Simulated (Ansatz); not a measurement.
The cell is built on a prototype and need not be the phase stable at ambient conditions.

By PBEsol, the system below comes out a metal.

Without scattering a metal conducts by its projected Fermi surface.

Given:

```
CELL_PARAMETERS angstrom
      3.10932     0.00000     0.00000
      0.00000    11.02177     0.00000
      1.55466     5.51089     1.55466
ATOMIC_POSITIONS crystal
  Sc 0.00000 0.00000 0.00000
  Al 0.00000 0.67684 0.00000
  Al 0.00000 0.32316 0.00000
```

Space group of this cell: I4/mmm. The cell was relaxed by PBE-D3(BJ); by PBEsol its mean pressure is 1.3 GPa.

The current flows along the normal of the first two printed cell vectors. No spin-orbit coupling; the value is a mean over 0.1 eV about the Fermi level.

**Question.** Give the ballistic conductance per area that PBEsol in Ansatz (a program for electronic structure) yields.

**Answer.** 0.97 × 10¹⁵ S/m² for both spins.
